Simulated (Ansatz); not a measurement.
AlP (model structure, within 0.1 Å of P6₄22, No. 181, 6 atoms in the cell)

These are LDA (Ansatz, a quantum-chemistry and plane-wave program, PAW) values and carry that method's errors.

Settings: plane-wave cutoff 520 eV, 12×12×4 k mesh (along the axes of the cell as run), Fermi–Dirac smearing 0.01 eV, scalar-relativistic PAW data made under PBE.

Cell (relaxed at this level):

```yaml
crystal:
  lattice:
    - [3.79907, 0.00000, 0.00000]
    - [-1.89953, 3.29009, 0.00000]
    - [0.00000, 0.00000, 8.57182]
  atoms:
    - { symbol: Al, position: [0.00000, 0.49971, 0.66667] }
    - { symbol: Al, position: [0.50029, 0.50029, 0.00000] }
    - { symbol: Al, position: [0.49971, 0.00000, 0.33333] }
    - { symbol: P, position: [0.00000, 0.49980, 0.16667] }
    - { symbol: P, position: [0.50020, 0.50020, 0.50000] }
    - { symbol: P, position: [0.49980, 0.00000, 0.83333] }
```

```json
{
  "band_gap": "0.83 eV (on the SCF k mesh)",
  "direct gap at Γ": "2.04 eV",
  "bulk modulus B0": "99.3 GPa"
}
```

Note: the bulk modulus is −V dP/dV from two relaxed cells at ±2 % in volume.

Static lattice: no zero-point or thermal effects.

It cost very roughly 40 core-seconds of CPU time.

A model structure was made by putting elements into a prototype or built by hand; it is no filed structure, need not be a known phase, and can be a saddle point held by its symmetry.
